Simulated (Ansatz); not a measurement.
Hypothetical CsCl type AuCl: pressure 50 GPa

Consider AuCl in the CsCl type structure (space group Pm-3m, No. 221; a = 3.398 Å; a hypothetical phase, not in the database extracts checked).

Modification: cell and atoms relaxed at a pressure of 50 GPa.

Computed with Ansatz (a program for electronic structure) r2SCAN, without spin-orbit coupling. k-mesh 14×14×14 (Γ-centred); smearing 0.05 eV (Fermi–Dirac).

```json
[
 {"quantity": "volume per atom", "base": "19.62 Å³", "changed": "14.29 Å³", "shift": "-5.33 Å³"},
 {"quantity": "density", "base": "9.84 g/cm³", "changed": "13.50 g/cm³", "shift": "+3.666 g/cm³"},
 {"quantity": "shortest interatomic distance", "base": "5.561 bohr", "changed": "5.004 bohr", "shift": "-0.557 bohr"},
 {"quantity": "enthalpy H = E + PV relative to the base's energy", "base": "–", "changed": "+5.06 eV/atom", "shift": "–"},
 {"quantity": "band gap", "base": "zero", "changed": "zero", "shift": "–"}
]
```

Cost of the whole job for the changed cell (relaxation, final SCF and bands): roughly 80 core-seconds.

Load acts through the strain it causes; cell and atoms are relaxed under it. Whether these cells are dynamically stable was not tested. Competing high-pressure phases were not computed. No Hubbard U is applied, and correlation can decide whether such a compound is a metal. All final runs are without spin polarisation.
